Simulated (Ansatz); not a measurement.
# GaN: pressure −1 GPa

Base system: GaN in the zinc blende structure (space group F-43m, No. 216; a = 4.498 Å).

The change: hydrostatic tension (pressure −1 GPa).

The values are results of PBEsol in Ansatz (plane waves to 420 eV, PAW, no SOC), not measurements. k-mesh 13×13×13 (Γ-centred); smearing 0.05 eV (Fermi–Dirac).

```csv
quantity,base,changed,shift
volume per atom,11.38 Å³,11.44 Å³,+0.06 Å³
density,6.11 g/cm³,6.08 g/cm³,-0.03 g/cm³
lattice parameter a,4.498 Å,4.506 Å,+0.008 Å
shortest interatomic distance,1.948 Å,1.951 Å,+0.003 Å
enthalpy H = E + PV relative to the base's energy,–,-0.07 eV/atom,–
band gap,1.70 eV,1.67 eV,-0.03 eV
gap character,direct at Γ,direct at Γ,–
width of the top valence band,3.72 eV,3.70 eV,-0.027 eV
electron mass,0.15 mₑ (at Γ),0.15 mₑ (at Γ),–
"hole mass (degenerate bands, along [100])","0.16, 0.86, 0.86 mₑ (at Γ)","0.16, 0.87, 0.87 mₑ (at Γ)",–
```

Cost of the whole job for the changed cell (relaxation, final SCF and bands): about 30 core-seconds (a rough figure).

Load acts through the strain it causes; cell and atoms are relaxed under it. Effective masses come from finite differences of ±0.01 Å⁻¹. No phonon test of stability was made. This is not the structure that GaN has at room temperature and ambient pressure.

Ansatz is a program for electronic structure.
